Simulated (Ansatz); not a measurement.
Fluorite PtAl2, treated with PBEsol in Ansatz (plane waves, PAW).

Settings: plane-wave cutoff 500 eV, 18×18×1 k mesh (along the axes of the cell as run), Fermi–Dirac smearing 0.1 eV, scalar-relativistic PAW data made under PBE.

**Question.** What does this level give for the surface energy of the (111) face and work function of the (111) face?

**Answer.** 
- surface energy of the (111) face = 1.31 J/m²
- work function of the (111) face = 4.27 eV

The slab of 18 atoms is relaxed and unreconstructed.

Spin–orbit coupling is not included.

The computed numbers hold no vibrational or temperature effects.

Ansatz is a program for electronic structure.
